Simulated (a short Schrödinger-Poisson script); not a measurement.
Stack: MOS inversion layer, SiO2 on p-type Si(100), at 300 K.

```tsv
layer	material	thickness (nm)	Na (cm⁻³)
1	SiO2	2.1	-
2	Si	1800	5.9e16
```

The device is made up for the run: typed textbook-type constants, with dimensions and the other settings drawn at random. SiO2: permittivity 3.9, conduction-band edge (eV) 3.15, gap (eV) 9, electron mass (mₑ) 0.5. Si: permittivity 11.7, conduction-band edge (eV) 0, gap (eV) 1.124, Nv at 300 K (cm⁻³) 3.1e19.

Channel valleys (confinement mass, in-plane density-of-states mass, number): Δ2 0.916, 0.19, 2; Δ4 0.19, 0.417, 4. At the gate the conduction-band edge of layer 1 lies 3.16 eV − eVg above the Fermi level of the channel; the field vanishes at the back. Gaps are held at their typed values at every temperature. Mesh 0.03 nm at interfaces.

From a short Schrödinger-Poisson script (our own, NumPy): 1D Poisson equation in equilibrium, electrons quantum, Hartree (BenDaniel-Duke, 12 states a valley, the channel's in-plane mass for all, wave functions free to enter the dielectric), parabolic valleys, classical holes, full ionisation, no traps, pinning or gate leakage.

List the lowest subbands of each valley and their electrons at Vg = 1.5 V.


```tsv
valley	subband	energy from the Fermi level (meV)	electrons (cm⁻²)	share (%)
Δ2	0	-37.6	6.83e12	58.1
Δ2	1	58.4	4.08e11	3.5
Δ2	2	101.4	8.06e10	0.7
Δ4	0	34.3	4.24e12	36.0
Δ4	1	125.9	1.37e11	1.2
Δ4	2	177.2	1.90e10	0.2
```

All electrons: 1.18e13 cm⁻².
